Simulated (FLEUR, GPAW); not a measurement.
A GPAW input for a self-consistent single point of FeCo (Pm-3m, 2 atoms in the cell) (DFT PBE, plane waves, GPAW PAW datasets PBE (gpaw-data 1.0.1)):

```python
from ase import Atoms
from ase.units import GPa
from gpaw import GPAW

atoms = Atoms(['Fe', 'Co'],
              cell=[[2.839030, 0.000000, 0.000000],
                    [0.000000, 2.839030, 0.000000],
                    [0.000000, 0.000000, 2.839030]],
              scaled_positions=[[0.000000, 0.000000, 0.000000],
                                [0.500000, 0.500000, 0.500000]],
              pbc=True)

atoms.set_initial_magnetic_moments([4.0, 3.0])

calc = GPAW(spinpol=True,
            mode={'name': 'pw', 'ecut': 850},
            xc='PBE',
            kpts=(15, 15, 15),
            occupations={'name': 'methfessel-paxton', 'width': 0.2, 'order': 0},
            nbands=-10,
            symmetry={'symmorphic': False, 'tolerance': 0.0005},
            maxiter=100,
            txt='-')

atoms.calc = calc

energy = atoms.get_potential_energy()
print('Energy (eV):', round(energy, 6))
forces = atoms.get_forces()
print('Forces (eV/Ang):')
print(forces.round(5))
stress = atoms.get_stress()
print('Stress (GPa, Voigt):', (stress / GPa).round(4))
```

**Question.** Translate this input to FLEUR.

**Answer.** This is the input that was run; spellings and numerical settings could be chosen otherwise.

Input of the input generator:

```
FeCo crystal
&input film=f /
5.3649891596 0.0000000000 0.0000000000
0.0000000000 5.3649891596 0.0000000000
0.0000000000 0.0000000000 5.3649891596
1.0
1.0 1.0 1.0

2
26 0.0000000000 0.0000000000 0.0000000000 : 4.00
27 0.5000000000 0.5000000000 0.5000000000 : 3.00

&comp jspins=2 /
&kpt div1=15 div2=15 div3=15 /
&end /
```

```xml
<?xml version="1.0" encoding="UTF-8" standalone="no"?>
<fleurInput fleurInputVersion="0.39">
   <comment>
      FeCo crystal                                                                                        
   </comment>
   <calculationSetup>
      <cutoffs Kmax="3.7" Gmax="11.1" GmaxXC="11.1" numbands="0"/>
      <scfLoop itmax="80" minDistance="0.00001" maxIterBroyd="25" imix="Anderson" alpha="0.05" precondParam="0.0" spinf="2.0"/>
      <coreElectrons ctail="T" frcor="F" kcrel="0" coretail_lmax="0"/>
      <xcFunctional name="pbe" relativisticCorrections="F"/>
      <magnetism jspins="2"/>
      <soc l_soc="F" theta="0.0" phi="0.0" spav="F"/>
      <expertModes spex="0" secvar="F"/>
      <geometryOptimization l_f="T" forcealpha="1.0" forcemix="BFGS" epsdisp="0.00001" epsforce="0.00001"/>
      <ldaU l_linMix="F" mixParam="0.05" spinf="1.0"/>
   </calculationSetup>
   <cell>
      <bzIntegration valenceElectrons="31.0" mode="gauss" fermiSmearingEnergy="0.00734986">
         <kPointListSelection listName="default-1"/>
         <!-- k-points included here -->
         <xi:include xmlns:xi="http://www.w3.org/2001/XInclude" href="kpts.xml"> </xi:include>
      </bzIntegration>
      <!-- symmetry operations included here -->
      <xi:include xmlns:xi="http://www.w3.org/2001/XInclude" href="sym.xml"> </xi:include>
      <bulkLattice scale="1.0">
         <bravaisMatrix>
            <row-1>    5.3649891596000003     0.0000000000000000     0.0000000000000000</row-1>
            <row-2>    0.0000000000000000     5.3649891596000003     0.0000000000000000</row-2>
            <row-3>    0.0000000000000000     0.0000000000000000     5.3649891596000003</row-3>
         </bravaisMatrix>
      </bulkLattice>
   </cell>
   <atomSpecies>
      <species name="Iron (Fe) 4.000" element="Fe" atomicNumber="26">
         <mtSphere radius="2.13" gridPoints="751" logIncrement="0.016"/>
         <atomicCutoffs lmax="8" lnonsphr="6"/>
         <electronConfig flipSpins="F">
            <coreConfig>(1s1/2) (2s1/2) (2p1/2) (2p3/2)</coreConfig>
            <valenceConfig>(3s1/2) (3p1/2) (3p3/2) (4s1/2) (3d3/2) (3d5/2)</valenceConfig>
            <stateOccupation state="(3d3/2)" spinUp="2.0" spinDown="0.4"/>
            <stateOccupation state="(3d5/2)" spinUp="3.0" spinDown="0.6"/>
         </electronConfig>
         <energyParameters s="4" p="4" d="3" f="4"/>
         <lo type="SCLO" l="0" n="3" eDeriv="0"/>
         <lo type="SCLO" l="1" n="3" eDeriv="0"/>
      </species>
      <species name="Cobalt (Co3.000" element="Co" atomicNumber="27">
         <mtSphere radius="2.13" gridPoints="751" logIncrement="0.016"/>
         <atomicCutoffs lmax="8" lnonsphr="6"/>
         <electronConfig flipSpins="F">
            <coreConfig>(1s1/2) (2s1/2) (2p1/2) (2p3/2) (3s1/2)</coreConfig>
            <valenceConfig>(3p1/2) (3p3/2) (4s1/2) (3d3/2) (3d5/2)</valenceConfig>
            <stateOccupation state="(3d3/2)" spinUp="2.0" spinDown="0.8"/>
            <stateOccupation state="(3d5/2)" spinUp="3.0" spinDown="1.2"/>
         </electronConfig>
         <energyParameters s="4" p="4" d="3" f="4"/>
         <lo type="SCLO" l="1" n="3" eDeriv="0"/>
      </species>
   </atomSpecies>
   <atomGroups>
      <atomGroup species="Iron (Fe) 4.000">
         <relPos label="                   1">.0000000000 .0000000000 .0000000000</relPos>
         <force calculate="T" relaxXYZ="TTT"/>
      </atomGroup>
      <atomGroup species="Cobalt (Co3.000">
         <relPos label="                   2">1.000/2.000 1.000/2.000 1.000/2.000</relPos>
         <force calculate="T" relaxXYZ="TTT"/>
      </atomGroup>
   </atomGroups>
   <output dos="F" band="F" slice="F">
      <checks vchk="F" cdinf="F"/>
      <bandDOS minEnergy="-.5*Htr" maxEnergy="0.5*Htr" sigma="0.015" storeEVData="T"/>
      <vacuumDOS vacdos="F" integ="F" star="F" nstars="0" locx1="0.0" locy1="0.0" locx2="0.0" locy2="0.0" nstm="0" tworkf="0.0"/>
      <unfoldingBand unfoldBand="F" supercellX="1" supercellY="1" supercellZ="1"/>
      <plotting iplot="0" polar="F">
         <plot TwoD="T" vec1="  1.0  0.0  0.0" vec2="  0.0  1.0  0.0" vec3="  0.0  0.0  1.0" zero="  0.0  0.0  0.0" file="plot"/>
      </plotting>
      <chargeDensitySlicing numkpt="0" minEigenval="0.0" maxEigenval="0.0" nnne="0" pallst="F"/>
      <specialOutput eonly="F"/>
      <magneticCircularDichroism mcd="F" energyLo="-10.0" energyUp="0.0"/>
   </output>
  <!-- We include the file relax.xml here to enable relaxations (see documentation) -->
  <xi:include xmlns:xi="http://www.w3.org/2001/XInclude" href="relax.xml"> <xi:fallback/> </xi:include>
</fleurInput>
```

Basis settings and potentials, where a program has them, do not carry over. This input uses DFT, PBE, all-electron FLAPW (FLEUR), scalar-relativistic valence. Both were run: size of the net moment 2.25 μB/atom in GPAW and 2.25 in FLEUR.

On GPAW: the starting cell comes from a database of computed structures (which also holds hypothetical and non-ambient phases and stackings), without a prior relaxation at this level. The magnetic order is the one reached from the typed start; others were not searched systematically.

On FLEUR: the starting cell comes from a database of computed structures (which also holds hypothetical and non-ambient phases and stackings), without a prior relaxation at this level. The magnetic order is the one reached from the typed start; others were not searched systematically. Values depend on the basis (sphere radii, cutoffs, local orbitals), which need not be converged.
